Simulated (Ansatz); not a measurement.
```
CELL_PARAMETERS angstrom
      0.00000     2.96329     2.96329
      2.96329     0.00000     2.96329
      2.96329     2.96329     0.00000
ATOMIC_POSITIONS crystal
  S  0.25000 0.25000 0.25000
  Cd 0.00000 0.00000 0.00000
```

The cell was generated from a structure type, relaxed within its symmetry, and need not be the phase found at ambient conditions. Dynamical quadrupoles are not included in the interpolation of the phonons between the solved wave vectors.

Task: What linear thermal expansion coefficient does quasi-harmonic approximation on PBE density-functional theory in Ansatz (plane waves, PAW) give at 300 K, and what isobaric heat capacity per mole of formula units and Grüneisen parameter?

Result: α = 6.8 × 10⁻⁶ K⁻¹; C_P = 46.9 J/(mol K); γ = 0.69. Whether this phase is the stable one at each condition was not tested.

Ansatz is an electronic-structure program.
